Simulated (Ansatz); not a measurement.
Computed paths: Cu-vacancy pair in rock-salt TiN, neutral cell

Defect: Cu-vacancy pair (Cu on one host Ti site, one Ti site vacant) in rock-salt TiN, neutral cell. Method: PBE, PAW (plane waves to 420 eV; Ansatz, an electronic-structure program).

Settings: 64 host sites, the relaxed PBE lattice, a 3×3×3 k-point mesh shifted by half a step, smearing 0.10 eV, spin-restricted, no image-charge correction. Energies are static. Forms of the defect that were not tried may lie lower.

Barriers: single points on a 4×4×4 k-point mesh shifted by half a step at the bands' geometries.

| Route | Start site over the lowest site run (eV) | Hop (Å) | Forward barrier (eV) | Backward barrier (eV) | Neighbours at the start | Neighbours at the saddle | Saddle order | Forward, on the band's own sampling (eV) |
|---|---|---|---|---|---|---|---|---|
| Cu and the vacancy change places (Cu-vacancy distance between ideal sites 3.00 Å throughout) | 0.00 | 1.84 | 0.27 | 0.27 | 2 N at 1.91, 2 N at 2.23 Å | 2 N at 1.77 Å | not checked, on a symmetry element | 0.26 |

Paths come from nudged elastic bands with a climbing image.  A band can be held on a symmetry element, so unchecked saddle points there may be too high. 1 more band(s) gave no usable saddle point.

The whole set of runs took around 60 core-hours (rough).
